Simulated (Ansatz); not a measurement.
The starting structures come from a database of crystals and need not be the phases stable at ambient conditions.

By PBEsol, the system below comes out a metal.

Here is the system:

```
CELL_PARAMETERS angstrom
      3.31940     0.00000     0.00000
     -1.65970     2.87468     0.00000
      0.00000     0.00000    14.58196
ATOMIC_POSITIONS crystal
  Zr 0.33333 0.66667 0.08676
  Zr 0.66667 0.33333 0.91324
  Zr 0.66667 0.33333 0.58676
  Zr 0.33333 0.66667 0.41324
  Al 0.33333 0.66667 0.75000
  Al 0.66667 0.33333 0.25000
  C  0.00000 0.00000 0.00000
  C  0.00000 0.00000 0.50000
```

Space group of this cell: P6_3/mmc. The cell is taken as given; by PBEsol its mean pressure is -3.5 GPa.

The current flows along the normal of the first two printed cell vectors, the (001) plane of the conventional cell. No spin-orbit coupling; the value is a mean over 0.1 eV about the Fermi level.

Question: State the ballistic conductance per area according to PBEsol run with Ansatz (a first-principles code).

Answer: 0.18 × 10¹⁵ S/m² for both spins.
